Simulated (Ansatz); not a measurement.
**Nb3Al (Pm-3n, No. 223, 8 atoms in the cell)**

The numbers are results of LDA in Ansatz (PAW), not measurements.

Settings: plane-wave cutoff 500 eV, 12×12×12 k mesh, Fermi–Dirac smearing 0.1 eV, no spin polarisation, scalar-relativistic PAW data made under PBE.

Cell (relaxed at this level):

```
AlNb3
1.0
    5.10893     0.00000     0.00000
    0.00000     5.10893     0.00000
    0.00000     0.00000     5.10893
Al Nb
2 6
Cartesian
  0.00000   0.00000   0.00000
  2.55447   2.55447   2.55447
  1.27723   0.00000   2.55447
  3.83170   0.00000   2.55447
  2.55447   3.83170   0.00000
  2.55447   1.27723   0.00000
  0.00000   2.55447   3.83170
  0.00000   2.55447   1.27723
```

| Item | Result |
|---|---|
| band gap | none |

Note: the relaxation could not lower the start's symmetry, so the cell can be a saddle point above a distorted one.

Spin–orbit coupling is not included.

Computed values are for the static lattice.

Ansatz is an electronic-structure program.
